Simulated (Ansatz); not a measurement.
## A computed series for CdS: response to strain

The reference is CdS in the wurtzite structure (space group P6_3mc, No. 186).

```xyz
4
Lattice="4.0741 0.0000 0.0000 -2.0371 3.5283 0.0000 0.0000 0.0000 6.6367" Properties=species:S:1:pos:R:3 pbc="T T T"
Cd     0.0000     2.3522     0.0025
Cd     2.0371     1.1761     3.3209
S      0.0000     2.3522     2.4995
S      2.0371     1.1761     5.8179
```

Cartesian axes are those of the cell as printed.

Strains are applied to the cell and any free atomic positions relax.

Level of theory: LDA (Ansatz, a quantum-chemistry and plane-wave program; PAW; 420 eV plane waves; no spin-orbit coupling).

Notes on the quantities. pressure: mean of the normal stresses, compression positive; energy relative to the base: free energy F.

```json
[
 {"case": "base", "pressure": "0.00 GPa", "shortest interatomic distance": "2.491 Å", "band gap": "1.03 eV", "energy relative to the base": "0 meV/atom"},
 {"case": "tensor shear ε_xz = +0.67 %", "pressure": "0.00 GPa", "shortest interatomic distance": "2.491 Å", "band gap": "1.02 eV", "energy relative to the base": "+0.2 meV/atom"},
 {"case": "tensor shear ε_xz = +1.00 %", "pressure": "-0.01 GPa", "shortest interatomic distance": "2.491 Å", "band gap": "1.01 eV", "energy relative to the base": "+0.5 meV/atom"},
 {"case": "tensor shear ε_xz = +2.00 %", "pressure": "-0.02 GPa", "shortest interatomic distance": "2.490 Å", "band gap": "0.98 eV", "energy relative to the base": "+1.9 meV/atom"},
 {"case": "tensor shear ε_xz = +1.67 %", "pressure": "-0.02 GPa", "shortest interatomic distance": "2.491 Å", "band gap": "…", "energy relative to the base": "…"},
 {"case": "tensor shear ε_xz = +1.33 %", "pressure": "-0.01 GPa", "shortest interatomic distance": "2.491 Å", "band gap": "1.00 eV", "energy relative to the base": "+0.8 meV/atom"},
 {"case": "tensor shear ε_xz = +0.33 %", "pressure": "0.00 GPa", "shortest interatomic distance": "2.491 Å", "band gap": "1.02 eV", "energy relative to the base": "+0.1 meV/atom"}
]
```

**Question.** What belongs in the blanks?

**Answer.** 
- tensor shear ε_xz = +1.67 %, band gap: 0.99 eV
- tensor shear ε_xz = +1.67 %, energy relative to the base: +1.3 meV/atom

Whether these cells are dynamically stable was not tested.
